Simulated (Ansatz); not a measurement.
A worked fit of the energy against the cutoff, with one run withheld: CsPbBr3 (P4mm, 5 atoms in the cell)

```yaml
crystal:
  lattice:
    - [5.84065, 0.00000, 0.00000]
    - [0.00000, 5.84065, 0.00000]
    - [0.00000, 0.00000, 5.84065]
  atoms:
    - { symbol: Cs, position: [0.00000, 0.00000, 0.00856] }
    - { symbol: Pb, position: [0.50000, 0.50000, 0.50000] }
    - { symbol: Br, position: [0.50000, 0.00000, 0.50000] }
    - { symbol: Br, position: [0.00000, 0.50000, 0.50000] }
    - { symbol: Br, position: [0.50000, 0.50000, 0.00000] }
```

Method of the run: LDA (PW92), default PAW files made with PBE (plane waves; Ansatz, a program for electronic structure).

Base settings: basis.ecutwfc = 420 eV; kpoints.mp_grid.grid = 3 3 3; hamiltonian.xc = lda; hamiltonian.pseudopotentials = {kind: paw} (the program's default PAW files); scf.occupations.method = fermi_dirac; scf.occupations.width = 0.01 eV.

The last step of the ladder, which sets the zero, is basis.ecutwfc = 1010 eV.

The starting cell has typed, rounded lattice constants, without a prior relaxation at this level. Its lattice was rescaled by up to half a per cent. One atom was moved a little off its site on purpose.

An empirical form for the window shown: the miss falls exponentially with the largest wave vector, which goes as √cutoff: ln(ΔF) = a + b·√cutoff.

| basis.ecutwfc | √cutoff (√eV) | F less the last step's (meV/atom) | ln of it |
|---|---|---|---|
| 210 eV | 14.491 | 1156.57 | 7.053 |
| 230 eV | 15.166 | ? | ? |
| 250 eV | 15.811 | 240.04 | 5.481 |
| 295 eV | 17.176 | 33.02 | 3.497 |
| 335 eV | 18.303 | 5.47 | 1.699 |

Fit the line to the 4 rows given and predict the withheld one.

Means: x̄ = 16.445, ȳ = 4.4325. Σ(x − x̄)(y − ȳ) = -11.55 and Σ(x − x̄)² = 8.207, so b = -1.407 and a = ȳ − b·x̄ = 27.571; ΔF halves for each 0.49 in √cutoff. The largest residual of the fitted rows is 0.16. At x = 15.166 the line gives 6.232, that is 509 meV/atom. The run gave 542.69 meV/atom, a miss of 33.69 meV/atom (6 %). The table is a window of a longer ladder. The rows were chosen because the form fits them, the withheld one included, so this shows the method and is no test of the form.

Left out of this page: 10 runs of the series outside the window shown, repeating another row's setting, or not comparable.

Keys are those of Ansatz 0.2.
